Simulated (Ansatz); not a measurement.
The reference is HgSe in the zinc blende structure (space group F-43m, No. 216).

```
CELL_PARAMETERS angstrom
      0.00000     3.06639     3.06639
      3.06639     0.00000     3.06639
      3.06639     3.06639     0.00000
ATOMIC_POSITIONS crystal
  Hg 0.00000 0.00000 0.00000
  Se 0.25000 0.25000 0.25000
```

Cartesian axes are those of the cell as printed.

Method: PBEsol, PAW, 420 eV (Ansatz, a first-principles code; no spin-orbit coupling).

Strains are applied to the cell and any free atomic positions relax; under biaxial strain the out-of-plane vector relaxes too.

One change was made to it. Results:

| quantity | base | after |
|---|---|---|
| pressure (mean of the normal stresses, compression positive) | 0.0 GPa | -0.2 GPa |
| valley order (the lowest conduction-band minima on the path, energy above the VBM, named in the base's zone) | – | Γ 0.01 eV; L along [111] 0.97 eV; L along [1-1-1] 1.05 eV |
| volume per atom | 28.83 Å³ | 28.97 Å³ |
| energy relative to the base (free energy F) | 0 meV/atom | +0.3 meV/atom |

Q: Which change produced these results?
(A) biaxial strain +1.25 %, plane normal [111], relaxed out of plane
(B) biaxial strain +2.50 %, plane normal [111], relaxed out of plane
(C) biaxial strain +0.42 %, plane normal [111], relaxed out of plane

A: C, biaxial strain +0.42 %, plane normal [111], relaxed out of plane. For comparison, the valley order in the other runs: biaxial strain +1.25 %, plane normal [111], relaxed out of plane gives Γ 0.02 eV; L along [111] 0.84 eV; L along [1-1-1] 1.06 eV; biaxial strain +2.50 %, plane normal [111], relaxed out of plane gives Γ 0.03 eV; L along [111] 0.66 eV; L along [1-1-1] 1.09 eV.

Spin-orbit coupling, missing from the scalar runs, can matter with Hg. Whether these cells are dynamically stable was not tested. All final runs are without spin polarisation.
